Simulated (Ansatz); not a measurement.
Where the default PAW files enter, the runs use the earlier of Ansatz's two default sets.

Crystal: KBr (Fm-3m, rock salt, 2 atoms a cell, 35.8 Å³ an atom); both levels run on this one cell.

Complex bands along the normal of (111) by Ansatz (plane waves, PAW, no spin-orbit coupling). r2SCAN gives a gap of 5.09 eV and a slowest mid-gap decay of 0.383 1/Å.

### Question
What does PBE give on the same cell, and what does that do to the current through 2 nm?

### Answer
Gap 4.45 eV, κ = 0.357 1/Å. The mid-gap transmission through 2 nm changes by exp(2 × 20 × (0.383 − 0.357)) = a factor of 2.8 against r2SCAN.

Ansatz is a first-principles code.
